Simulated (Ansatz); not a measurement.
The reference is TiO₂ in the anatase structure (space group I4_1/amd, No. 141).

```xyz
6
Lattice="-1.8849 1.8849 4.7758 1.8849 -1.8849 4.7758 1.8849 1.8849 -4.7758" Properties=species:S:1:pos:R:3 pbc="T T T"
Ti     0.0000     1.8849     2.3879
Ti     0.0000     0.0000     0.0000
O      0.0000     1.8849     0.4057
O      0.0000     0.0000     7.5694
O      0.0000     0.0000     1.9822
O      0.0000     1.8849     4.3702
```

Cartesian axes are those of the cell as printed.

All numbers come from PBEsol, PAW, 420 eV (Ansatz, a first-principles code; no spin-orbit coupling).

Strains are applied to the cell and any free atomic positions relax.

One change was made to it. Results:

| quantity | base | after |
|---|---|---|
| energy relative to the base (free energy F) | 0 meV/atom | +1.0 meV/atom |
| smallest direct gap | 2.44 eV | 2.44 eV |
| band gap | 2.11 eV | 2.07 eV |
| shortest interatomic distance | 1.928 Å | 1.924 Å |

Which change produced these results?
A) uniaxial strain ε_zz = −1.20 %
B) uniaxial strain ε_zz = −1.80 %
C) uniaxial strain ε_zz = −2.40 %
D) uniaxial strain ε_zz = −3.00 %

A, uniaxial strain ε_zz = −1.20 %. For comparison, the energy relative to the base in the other runs: uniaxial strain ε_zz = −2.40 % gives +4.0 meV/atom; uniaxial strain ε_zz = −1.80 % gives +2.3 meV/atom; uniaxial strain ε_zz = −3.00 % gives +6.3 meV/atom.

No phonon test of stability was made. All final runs are without spin polarisation.
